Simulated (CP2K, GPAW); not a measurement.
A CP2K input for a self-consistent single point of K3Cd (Fm-3m, 4 atoms in the cell) (DFT PBEsol, GPW, DZVP-MOLOPT-SR-GTH basis, GTH-PBE potentials (GTH_POTENTIALS)):

```
&GLOBAL
  PROJECT k3cd
  RUN_TYPE ENERGY_FORCE
  PRINT_LEVEL MEDIUM
&END GLOBAL
&FORCE_EVAL
  METHOD Quickstep
  STRESS_TENSOR ANALYTICAL
  &DFT
    BASIS_SET_FILE_NAME BASIS_MOLOPT
    POTENTIAL_FILE_NAME GTH_POTENTIALS
    &QS
      METHOD GPW
      EPS_DEFAULT 1E-11
    &END QS
    &MGRID
      CUTOFF 500
      REL_CUTOFF 40
      NGRIDS 5
    &END MGRID
    &SCF
      SCF_GUESS ATOMIC
      EPS_SCF 1E-6
      MAX_SCF 100
      ADDED_MOS 7
      &DIAGONALIZATION
        ALGORITHM STANDARD
      &END DIAGONALIZATION
      &MIXING
        METHOD BROYDEN_MIXING
        ALPHA 0.3
        NBUFFER 12
      &END MIXING
      &SMEAR ON
        METHOD GAUSSIAN
        SIGMA [eV] 0.05
      &END SMEAR
    &END SCF
    &KPOINTS
      SCHEME MONKHORST-PACK 4 4 4
      GAMMA_CENTERED T
    &END KPOINTS
    &XC
      &XC_FUNCTIONAL
        &PBE
          PARAMETRIZATION PBESOL
        &END PBE
      &END XC_FUNCTIONAL
    &END XC
    &PRINT
      &MO
        EIGENVALUES T
        OCCUPATION_NUMBERS T
        NDIGITS 8
        FILENAME mo
        &EACH
          QS_SCF 0
        &END EACH
        ADD_LAST NUMERIC
      &END MO
      &MULLIKEN ON
      &END MULLIKEN
    &END PRINT
  &END DFT
  &SUBSYS
    &CELL
      ABC 6.52000500 6.52000528 6.52000533
      ALPHA_BETA_GAMMA 60.00000074 59.99999659 59.99999636
      PERIODIC XYZ
    &END CELL
    &COORD
      SCALED
      K        0.25000000     0.25000000     0.25000000
      K        0.75000000     0.75000000     0.75000000
      K        0.50000000     0.50000000     0.50000000
      Cd       0.00000000     0.00000000     0.00000000
    &END COORD
    &KIND K
      BASIS_SET DZVP-MOLOPT-SR-GTH-q9
      POTENTIAL GTH-PBE-q9
    &END KIND
    &KIND Cd
      BASIS_SET DZVP-MOLOPT-SR-GTH-q12
      POTENTIAL GTH-PBE-q12
    &END KIND
  &END SUBSYS
  &PRINT
    &FORCES ON
    &END FORCES
    &STRESS_TENSOR ON
    &END STRESS_TENSOR
  &END PRINT
&END FORCE_EVAL
```

**Question.** Give the GPAW input for the same structure, mesh, smearing and functional.

**Answer.** This is the input that was run; spellings and numerical settings could be chosen otherwise.

```python
from ase import Atoms
from ase.units import GPa
from gpaw import GPAW

atoms = Atoms(['K', 'K', 'K', 'Cd'],
              cell=[[0.000000, 4.610340, 4.610340],
                    [4.610340, 0.000000, 4.610340],
                    [4.610340, 4.610340, 0.000000]],
              positions=[[2.305170, 2.305170, 2.305170],
                         [6.915510, 6.915510, 6.915510],
                         [4.610340, 4.610340, 4.610340],
                         [0.000000, 0.000000, 0.000000]],
              pbc=True)

calc = GPAW(mode={'name': 'pw', 'ecut': 550},
            xc='PBEsol',
            kpts={'size': (4, 4, 4), 'gamma': True},
            occupations={'name': 'methfessel-paxton', 'width': 0.05, 'order': 0},
            nbands=-12,
            convergence={'density': 1e-05, 'energy': 1e-05},
            symmetry={'symmorphic': False, 'tolerance': 0.0005},
            maxiter=100,
            txt='-')

atoms.calc = calc

energy = atoms.get_potential_energy()
print('Energy (eV):', round(energy, 6))
forces = atoms.get_forces()
print('Forces (eV/Ang):')
print(forces.round(5))
stress = atoms.get_stress()
print('Stress (GPa, Voigt):', (stress / GPa).round(4))
```

Basis settings and potentials, where a program has them, do not carry over. This input uses DFT PBEsol, plane waves, GPAW PAW datasets PBEsol (made by gpaw-setup). Both were run: pressure -0.03 GPa in CP2K and -0.22 in GPAW.

On GPAW: the starting cell comes from a database of computed structures (which also holds hypothetical and non-ambient phases and stackings), without a prior relaxation at this level.

On CP2K: the starting cell comes from a database of computed structures (which also holds hypothetical and non-ambient phases and stackings), without a prior relaxation at this level. Values carry the incompleteness of an atom-centred basis. The potentials were made for another functional than the one used.
